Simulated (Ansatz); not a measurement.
## How far to go with the k-point mesh: ZnSe (R3m, 2 atoms in the cell)

```
CELL_PARAMETERS angstrom
      0.00000     2.82083     2.82083
      2.82083     0.00000     2.82083
      2.82083     2.82083     0.00000
ATOMIC_POSITIONS crystal
  Zn 0.00512 0.00512 0.00512
  Se 0.25000 0.25000 0.25000
```

Method: LDA (PW92), default PAW files made with PBE (plane waves; Ansatz, a program for electronic structure).

Base settings: basis.ecutwfc = 420 eV; kpoints.mp_grid.grid = 8 8 8; hamiltonian.xc = lda; hamiltonian.pseudopotentials = {kind: paw} (the program's default PAW files); scf.occupations.method = fermi_dirac; scf.occupations.width = 0.01 eV.

The second cell is the first with its lattice scaled by 0.98.

Only quantities that move along the ladder and can be compared are tabulated.

The count of work is k-points × plane waves × bands × iterations; it is no time. 

The starting cell has typed, rounded lattice constants, without a prior relaxation at this level. Its lattice was rescaled by up to half a per cent. One atom was moved a little off its site on purpose. Ansatz's pressure includes its estimate of the finite-basis (Pulay) stress.

| kpoints.mp_grid.grid | free energy less the last step's (meV/atom) | energy of the compressed cell less the first (meV/atom) | pressure (GPa) | gap on the mesh (eV) | count of work / last |
|---|---|---|---|---|---|
| 2 2 2 | 789.43 | 47.78 | 3.42 | 0.852 | 0.0046 |
| 3 3 3 | 154.87 | 7.61 | -1.16 | 0.994 | 0.0059 |
| 4 4 4 | 38.33 | -1.32 | -2.17 | 1.034 | 0.013 |
| 5 5 5 | 11.07 | -3.69 | -2.43 | 1.048 | 0.019 |
| 6 6 6 | 3.63 | -4.33 | -2.50 | 1.052 | 0.031 |
| 7 7 7 | 1.32 | -4.51 | -2.52 | 1.054 | 0.043 |
| 8 8 8 | 0.51 | -4.56 | -2.53 | 1.055 | 0.063 |
| 9 9 9 | 0.23 | -4.56 | -2.53 | 1.055 | 0.083 |
| 10 10 10 | 0.10 | -4.56 | -2.53 | 1.055 | 0.11 |
| 11 11 11 | 0.05 | -4.57 | -2.53 | 1.055 | 0.14 |
| 12 12 12 | 0.02 | -4.56 | -2.53 | 1.055 | 0.18 |
| 13 13 13 | 0.01 | -4.56 | -2.53 | 1.055 | 0.23 |
| 14 14 14 | 0.01 | -4.56 | -2.53 | 1.055 | 0.28 |
| 16 16 16 | 0.00 | -4.56 | -2.53 | 1.055 | 0.41 |
| 18 18 18 | 0.00 | -4.55 | -2.53 | 1.055 | 0.57 |
| 20 20 20 | 0.00 | -4.56 | -2.53 | 1.055 | 0.76 |
| 22 22 22 | 0.00 | -4.56 | -2.53 | 1.055 | 1.0 |

Coarsest kpoints.mp_grid.grid that holds the energy of the compressed cell less the first within 0.5 meV/atom of the last step, with all finer ones: 6 6 6, at 0.031 of the last step's count of work; the step before is off by 0.87 meV/atom.

Coarsest kpoints.mp_grid.grid that holds the pressure within 0.2 GPa of the last step, with all finer ones: 5 5 5, at 0.019 of the last step's count of work; the step before is off by 0.35 GPa.

The energy difference between the two cells stays within 1 meV/atom of the last step's from 5 5 5 on, the total only from 8 8 8 on: much of the error is common to both cells and cancels.

Keys are those of Ansatz 0.2.
